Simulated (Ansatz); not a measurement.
Results of PBE (Ansatz, a program for electronic structure, PAW) for ZnSnO₃ (R3c, No. 161, 10 atoms in the cell; start mp-13334).

Settings: plane-wave cutoff 500 eV, 10×10×10 k mesh, Fermi–Dirac smearing 0.05 eV, scalar-relativistic PAW data made under PBE.

Cell (relaxed at this level):

```
SnZnO3
1.0
    2.67069     1.54193     4.73701
   -2.67069     1.54193     4.73701
    0.00000    -3.08385     4.73701
Zn Sn O
2 2 6
Cartesian
  0.00000   0.00000   4.02676
  0.00000   0.00000  11.13228
  0.00000   0.00000   0.02604
  0.00000   0.00000   7.13155
  1.81560  -0.16436   8.11640
 -0.76546   1.65454   8.11640
 -1.05014  -1.49017   8.11640
 -1.62055   0.05175   5.74790
  0.85509   1.37756   5.74790
  0.76546  -1.42931   5.74790
```

Question: Estimate the band gap that the calculation returns.

Answer: 
* **band gap**: 1.10 eV (on the SCF k mesh)

Note: the relaxation could not lower the start's symmetry, so the cell can be a saddle point above a distorted one.

Spin–orbit coupling is not included.

The computed numbers hold no vibrational or temperature effects.

A start named mp-… is a Materials Project structure, which need not be a measured phase.
